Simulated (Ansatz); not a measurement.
Start from MgS in the rock salt structure (space group Fm-3m, No. 225).

```yaml
crystal:
  lattice:
    - [0.00000, 2.56462, 2.56462]
    - [2.56462, 0.00000, 2.56462]
    - [2.56462, 2.56462, 0.00000]
  atoms:
    - { symbol: Mg, position: [0.00000, 0.00000, 0.00000] }
    - { symbol: S, position: [0.50000, 0.50000, 0.50000] }
```

Cartesian axes are those of the cell as printed.

Calculations: Kohn–Sham DFT with the LDA functional, run in Ansatz (an electronic-structure program) with PAW and 420 eV plane waves, no spin-orbit coupling.

Before the change:

The pressure is 0.00 GPa and the smallest direct gap is 3.83 eV.

It is then changed as follows: the cell is stretched by 3.00 % along z with no lateral relaxation, atoms relaxed at fixed cell.

Predict the new pressure.

The pressure (mean of the normal stresses, compression positive) goes from zero to -2.18 GPa.

What happens to the smallest direct gap?

The smallest direct gap decreases by 0.32 eV to 3.51 eV.

The cells carry an imposed strain or load. No phonon test of stability was made.
